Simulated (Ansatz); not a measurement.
Consider Rb in the bcc (W type) structure (space group Im-3m, No. 229; relaxed with 0.1 eV smearing).

```yaml
crystal:
  lattice:
    - [-2.78564, 2.78564, 2.78564]
    - [2.78564, -2.78564, 2.78564]
    - [2.78564, 2.78564, -2.78564]
  atoms:
    - { symbol: Rb, position: [0.00000, 0.00000, 0.00000] }
```

Computed with Ansatz (a first-principles code) PBEsol, no spin-orbit coupling.

Strains are applied to the cell and any free atomic positions relax.

One change was made to it. Results:

The energy grows by 0.7 meV/atom; the pressure hardly moves (0.0 GPa against 0.1 GPa).

Name the change that was made.
(A) isotropic strain −2.50 %
(B) isotropic strain −2.00 %
(C) isotropic strain +2.50 %
(D) isotropic strain −1.00 %
(E) isotropic strain +2.00 %

D, isotropic strain −1.00 %. For comparison, the energy relative to the base in the other runs: isotropic strain +2.00 % gives +2.7 meV/atom; isotropic strain −2.00 % gives +3.0 meV/atom; isotropic strain −2.50 % gives +4.7 meV/atom; isotropic strain +2.50 % gives +4.1 meV/atom.

No phonon test of stability was made. The final runs are not spin-polarised.
